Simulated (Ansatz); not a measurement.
Band structure of Pt (Fm-3m, 1 atom in the cell).

```
CELL_PARAMETERS angstrom
      0.00000     2.00312     2.00312
      2.00312     0.00000     2.00312
      2.00312     2.00312     0.00000
ATOMIC_POSITIONS crystal
  Pt 0.00000 0.00000 0.00000
```

Method of the run: PBE, PAW files (plane waves; Ansatz, a quantum-chemistry and plane-wave program).

Settings: basis.ecutwfc = 30.9 Ry; kpoints.mp_grid.grid = 19 19 19; hamiltonian.xc = pbe; hamiltonian.pseudopotentials = {kind: paw} (the program's default PAW files); scf.occupations.method = fermi_dirac; scf.occupations.width = 0.0037 Ry; kpoints.band_path.npoints = 8.

The starting cell comes from a database of computed structures (which also holds hypothetical and non-ambient phases and stackings), without a prior relaxation at this level. Its lattice was rescaled by a random factor within 2.5 % of one. Spin-orbit coupling is off. Spin polarisation is off.

Levels in eV from the Fermi level, bands 6 to 12:
| point | 6 | 7 | 8 | 9 | 10 | 11 | 12 |
|---|---|---|---|---|---|---|---|
| Γ | -3.41 | -3.41 | -3.41 | -1.47 | -1.47 | 14.79 | 19.38 |
| X | -5.98 | 0.01 | 0.44 | 0.44 | 1.90 | 8.22 | 11.20 |
| W | -4.10 | -4.10 | -1.78 | 0.45 | 6.69 | 7.98 | 7.98 |
| K | -4.94 | -2.55 | -1.17 | -0.15 | 5.51 | 6.43 | 9.58 |
| L | -3.46 | -3.46 | -0.22 | 0.04 | 0.04 | 5.38 | 14.34 |
| U | -4.94 | -2.55 | -1.17 | -0.15 | 5.51 | 6.43 | 9.58 |

Bands cross the Fermi level along this path, so the cell is metallic at this level.

Keys are those of Ansatz 0.2.
